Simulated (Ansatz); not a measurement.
C, point defects

The reference is a 24-atom supercell of C in the diamond structure (space group Fd-3m, No. 227) at its relaxed geometry.

```
C
1.0
    0.00000     3.55366     3.55366
    3.55366    -3.55366     3.55366
    3.55366     3.55366     0.00000
C
24
Direct
  0.33333   0.16667   0.33333
  0.33333   0.16667   0.83333
  0.50000   0.50000   0.50000
  0.50000   0.50000   0.00000
  0.66667   0.83333   0.66667
  0.66667   0.83333   0.16667
  0.83333   0.16667   0.33333
  0.83333   0.16667   0.83333
  0.00000   0.50000   0.50000
  0.00000   0.50000   0.00000
  0.16667   0.83333   0.66667
  0.16667   0.83333   0.16667
  0.50000   0.25000   0.50000
  0.50000   0.25000   0.00000
  0.66667   0.58333   0.66667
  0.66667   0.58333   0.16667
  0.83333   0.91667   0.83333
  0.83333   0.91667   0.33333
  0.00000   0.25000   0.50000
  0.00000   0.25000   0.00000
  0.16667   0.58333   0.66667
  0.16667   0.58333   0.16667
  0.33333   0.91667   0.83333
  0.33333   0.91667   0.33333
```

One neutral defect a cell, atoms relaxed at fixed cell.

All numbers come from Kohn–Sham DFT with the PBEsol functional, run in Ansatz (a first-principles code) with PAW and 420 eV plane waves, without spin-orbit coupling, earlier PAW set.

```tsv
change	largest displacement of a host atom from its site in the perfect cell	gap of the supercell	pressure
perfect supercell	–	4.11 eV	0.0 GPa
C interstitial (started 1.45 Å from the nearest host atom)	0.39 Å	1.66 eV	31.8 GPa
C interstitial (started 1.54 Å from the nearest host atom)	0.64 Å	zero	35.5 GPa
O on a C site	0.56 Å	3.86 eV	11.8 GPa
Li interstitial (started 1.45 Å from the nearest host atom)	0.10 Å	zero	20.9 GPa
```

The magnetic state is the one reached from the starting moments; the real material's order can differ, and small cells can't hold many antiferromagnetic ones. The cell is small, so the values are those of an ordered compound at a high defect concentration; dilute-limit values will differ. The mesh was chosen for an insulator and is coarse for the gapless case. Seeded moments were not kept for C interstitial (started 1.45 Å from the nearest host atom), C interstitial (started 1.54 Å from the nearest host atom), O on a C site and Li interstitial (started 1.45 Å from the nearest host atom).
